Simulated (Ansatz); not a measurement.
An armchair WS2 nanoribbon, N = 10, bare edges, relaxed period 5.487 Å, atoms relaxed at each strain.

```csv
strain,energy (meV a period),axial force (nN)
-0.015,+74.2,-2.90
+0.015,+68.3,+2.64
```

Calculation: PBE (plane waves to 420 eV, PAW; Ansatz, a program for electronic structure). Mesh 1×1×6. No spin polarisation, so a magnetic state wasn't tested. Periodic along z alone, with about 11 Å of vacuum beside it. An idealised model, cut from the flat sheet. It keeps the symmetry and period of its start, so it need not be a minimum against all distortions. Values not marked SOC lack spin–orbit coupling. Buckling under compression is shut out by symmetry and the short period. Energies are free energies at a Fermi–Dirac width of 0.02 eV, from the unstrained cell.

Problem. Work out the axial stiffness dF/dε in two ways.

Solution. From the forces: (+2.64 − (-2.90))/0.030 = 185 nN. From the energies: (E₊ + E₋)/(ε² c) = 0.1425 eV/(0.015² × 5.487 Å) = 115.4 eV/Å = 185 nN. The two agree to within 1 %.
